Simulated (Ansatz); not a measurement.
ZnSe: response to strain

The reference is ZnSe in the zinc blende structure (space group F-43m, No. 216).

```
ZnSe
1.0
    0.00000     2.78375     2.78375
    2.78375     0.00000     2.78375
    2.78375     2.78375     0.00000
Zn Se
1 1
Direct
  0.00000   0.00000   0.00000
  0.25000   0.25000   0.25000
```

Cartesian axes are those of the cell as printed.

Strains are applied to the cell and any free atomic positions relax; under biaxial strain the out-of-plane vector relaxes too.

Calculations: LDA in Ansatz (plane waves to 420 eV, PAW, no spin-orbit coupling).

| biaxial strain, plane normal [001], relaxed out of plane (%) | out-of-plane strain (%) |
|---|---|
| -3 | 3.54 |
| -2.5 | 2.96 |
| -2 | 2.37 |
| -1.5 | ? |
| -1 | 1.19 |
| -0.5 | 0.60 |
| 0 | 0.00 |

Task: Fit ε⊥ = −νε + γε² (strains in %) to the rows shown and predict the withheld row.

Result: Least squares on the printed values gives ν = 1.20 (the biaxial Poisson response) and γ = -0.006 (largest residual 0.00 %); this predicts 1.78 %, and the run gives 1.78 %, in agreement.

Stability against distortions was not tested.

Ansatz is an electronic-structure program.
